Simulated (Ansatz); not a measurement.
CaZrN₂ (model structure, started from the MgZrN2 type, I4₁/amd, No. 141, 8 atoms in the cell): lattice parameter a by level of theory

No measured value is used here.

```json
[
 {"level (code)": "LDA (Ansatz)", "value (Å)": "4.615"},
 {"level (code)": "PBE (Ansatz)", "value (Å)": "(withheld)"},
 {"level (code)": "PBEsol (Ansatz)", "value (Å)": "(withheld)"},
 {"level (code)": "PBE-D3(BJ) (Ansatz)", "value (Å)": "4.663"},
 {"level (code)": "r²SCAN (Ansatz)", "value (Å)": "4.690"},
 {"level (code)": "r²SCAN+rVV10 (Ansatz)", "value (Å)": "4.680"}
]
```

Problem. Fill in the missing entries.

Solution. 
- PBE (Ansatz, a first-principles code), value (Å): 4.703
- PBEsol (Ansatz), value (Å): 4.653

Cutoffs differ between the levels. Ansatz's density-functional and Hartree–Fock values are scalar-relativistic unless marked +SOC, with PAW data made under PBE.

A model structure was made by putting elements into a prototype or built by hand; it is no filed structure, need not be a known phase, and can be a saddle point held by its symmetry.
